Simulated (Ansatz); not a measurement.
Consider SiO2 in the CdI2 type structure (space group P-3m1, No. 164; a = 2.686 Å, c = 4.602 Å; a hypothetical phase, not in the database extracts checked; layered, stacked along the Cartesian z axis).

All numbers come from Kohn–Sham DFT with the PBE-D3(BJ) functional, run in Ansatz (an electronic-structure program) with PAW and 420 eV plane waves, scalar-relativistic without spin-orbit coupling, earlier PAW set.

One change was made to it. Results:

The shortest interatomic distance shrinks by 0.043 Å to 1.758 Å; the valley order (the lowest conduction-band minima on the path, energy above the VBM, named in the base's zone) becomes Γ 6.72 eV; M (1/2, 0, 0) 7.50 eV (base: Γ 6.16 eV; M (1/2, 0, 0) 7.75 eV).

Question: What was done to the base?
(A) pressure 75 GPa
(B) pressure 7 GPa
(C) pressure 100 GPa
(D) pressure 30 GPa
(E) pressure 3 GPa

Answer: D, pressure 30 GPa. For comparison, the valley order in the other runs: pressure 7 GPa gives Γ 6.25 eV; M (1/2, 0, 0) 7.63 eV; pressure 3 GPa gives Γ 6.19 eV; M (1/2, 0, 0) 7.68 eV; pressure 100 GPa gives M (1/2, 0, 0) 7.17 eV; Γ 8.00 eV; pressure 75 GPa gives M (1/2, 0, 0) 7.29 eV; Γ 7.56 eV.

From pressure 75 GPa on, the axis ratios lie over 15 % from the base's, so the cell there is far from its starting form. The levels and masses belong to the bands next to the band gap. Load acts through the strain it causes; cell and atoms are relaxed under it. Whether these cells are dynamically stable was not tested. Competing high-pressure phases were not computed.
